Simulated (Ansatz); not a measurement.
Base system: AlN in the wurtzite structure (space group P6_3mc, No. 186; a = 3.1138 Å, c = 4.9833 Å).

Level of theory: PBEsol (Ansatz, a quantum-chemistry and plane-wave program, PAW, no spin-orbit coupling).

Strains are applied to the cell and any free atomic positions relax.

One change was made to it. Results:

| quantity | base | after |
|---|---|---|
| valence-band top at Γ (three highest levels, from the VBM) | 0.00, -0.22, -0.22 eV | 0.00, -0.23, -0.23 eV |
| mean gap deformation potential ΔEg/Δln V | – | -8.7 eV |
| energy relative to the base (free energy F) | 0 meV/atom | +2.2 meV/atom |

Task: Name the change that was made.
A) isotropic strain −2.40 %
B) isotropic strain −3.00 %
C) isotropic strain −0.60 %
D) isotropic strain −1.20 %
E) isotropic strain −1.80 %

Result: C, isotropic strain −0.60 %. For comparison, the valence-band top at Γ in the other runs: isotropic strain −2.40 % gives 0.00, -0.25, -0.25 eV; isotropic strain −1.20 % gives 0.00, -0.24, -0.24 eV; isotropic strain −3.00 % gives 0.00, -0.26, -0.26 eV; isotropic strain −1.80 % gives 0.00, -0.25, -0.25 eV.

Whether these cells are dynamically stable was not tested.
